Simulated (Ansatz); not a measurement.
Given:

```xyz
2
Lattice="2.7819 0.0000 0.0000 1.3909 2.4092 0.0000 0.0000 0.0000 4.3241" Properties=species:S:1:pos:R:3 pbc="T T T"
Os     2.7819     1.6061     3.2431
Os     1.3909     0.8031     1.0810
```

No spin polarisation.

Computed with Ansatz (a quantum-chemistry and plane-wave program), PBE, PAW, cutoff 420 eV, no SOC. k-mesh 24×24×13 (Γ-centred); smearing 0.1 eV (Fermi–Dirac).

Q: Predict the band gap, in-plane stress and space group.

A: 
- Band gap: zero
- Mean in-plane stress (compression positive): -7.8 GPa
- Space group: P6_3/mmc (No. 194)

The cells carry an imposed strain or load. Whether these cells are dynamically stable was not tested. The final runs are not spin-polarised. The cell was made from Os in the hcp (Mg type) structure (space group P6_3/mmc, No. 194) by this change: biaxial strain +1.00 %, plane normal [001], relaxed out of plane.
